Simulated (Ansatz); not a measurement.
Start from ZrO2 in the fluorite structure (space group Fm-3m, No. 225; a = 5.0893 Å).

Structures relaxed with r2SCAN/PAW in Ansatz (a program for electronic structure), no SOC.

Base:

Simulated powder pattern, Mo Kα, λ = 0.71073 Å (kinematic, ideal powder, no thermal factors, no anomalous dispersion; the 10 strongest lines at most, above 2 %, up to 2θ = 40°):

```csv
2θ (°),I/Imax (%),hkl
13.89,100,(111)
16.06,21,(200)
22.78,69,(220)
26.78,49,(311)
28.00,7.4,(222)
32.44,11,(400)
35.44,20,(331)
36.39,11,(420)
```

After one change:

Simulated powder pattern, Mo Kα, λ = 0.71073 Å (kinematic, ideal powder, no thermal factors, no anomalous dispersion; the 10 strongest lines at most, above 2 %, up to 2θ = 40°):

| 2θ (°) | I/Imax (%) |
|---|---|
| 14.25 | 100 |
| 16.46 | 21 |
| 23.37 | 67 |
| 27.47 | 48 |
| 28.72 | 7.4 |
| 33.28 | 10 |
| 36.37 | 20 |
| 37.35 | 11 |

Q: What was done to the base?
A) pressure −2 GPa
B) pressure 22.5 GPa
C) pressure 4.5 GPa
D) pressure 15 GPa

A: B, pressure 22.5 GPa. Its volume per atom is 10.19 Å³ against 10.99 Å³, and its space group is Fm-3m (No. 225).

Load acts through the strain it causes; cell and atoms are relaxed under it. Whether these cells are dynamically stable was not tested. No other phases were tried under pressure. This is not the structure that ZrO2 has at room temperature and ambient pressure.
